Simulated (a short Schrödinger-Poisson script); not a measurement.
Symmetric double-gate stack, SiO2 on p-type Ge(111)

Stack: symmetric double-gate stack, SiO2 on p-type Ge(111), at 300 K.

```csv
layer,material,thickness (nm),Na (cm⁻³)
1,SiO2,3.7,-
2,Ge,4,1e15
3,SiO2,3.7,-
```

The device is made up for the run: typed textbook-type constants, with dimensions and the other settings drawn at random. SiO2: permittivity 3.9, conduction-band edge (eV) 3.1, gap (eV) 9, electron mass (mₑ) 0.5. Ge: permittivity 16, conduction-band edge (eV) 0, gap (eV) 0.664, Nv at 300 K (cm⁻³) 6e18.

Channel valleys (confinement mass, in-plane density-of-states mass, number): L1 1.59, 0.08, 1; L3 0.09, 0.34, 3. At the gates, both at one voltage, the conduction-band edge of layer 1 lies 3.15 eV − eVg above the Fermi level of the channel. Gaps are held at their typed values at every temperature. Mesh 0.03 nm at interfaces.

From a short Schrödinger-Poisson script (our own, NumPy): 1D Poisson equation in equilibrium, electrons quantum, Hartree (BenDaniel-Duke, 12 states a valley, the channel's in-plane mass for all, wave functions free to enter the dielectric), parabolic valleys, classical holes, full ionisation, no traps, pinning or gate leakage.

```tsv
Vg (V)	electrons (cm⁻²)	C (μF/cm²)	L1 E0 (meV)	L1 E1 (meV)	L3 E0 (meV)	L3 E1 (meV)
-0.15	2.94e8	< 0.003	214.1	256.4	331.1	762.8
0	7.33e10	0.358	70.9	113.0	187.8	619.3
0.15	9.23e11	1.27	-1.1	40.0	115.2	545.2
0.3	2.23e12	1.48	-31.7	7.8	83.8	511.5
0.45	3.65e12	1.57	-51.0	-13.0	63.6	489.0
0.6	5.15e12	1.62	-64.9	-28.5	48.9	471.9
0.75	6.67e12	1.65	-75.6	-40.8	37.4	458.0
0.9	8.23e12	1.67	-84.2	-51.0	28.0	446.2
1.05	9.79e12	1.68	-91.5	-59.8	20.1	435.8
1.2	1.14e13	1.69	-97.8	-67.6	13.2	426.5
1.35	1.30e13	1.70	-103.4	-74.7	7.0	418.0
1.5	1.46e13	1.71	-108.5	-81.2	1.4	410.0
1.65	1.62e13	1.71	-113.2	-87.4	-3.8	402.5
1.8	1.78e13	1.72	-117.6	-93.2	-8.5	395.3
1.95	1.94e13	1.72	-121.8	-98.7	-13.1	388.4
2.1	2.10e13	1.72	-125.8	-104.1	-17.3	381.8
2.25	2.26e13	1.73	-129.7	-109.2	-21.4	375.4
```

Gate voltages with under 1e6 electrons/cm² are left out.

Subbands count from the Fermi level. The capacitance is that of both gates.

Only the L valleys are kept; under strong confinement the Δ valleys of Ge fill too.
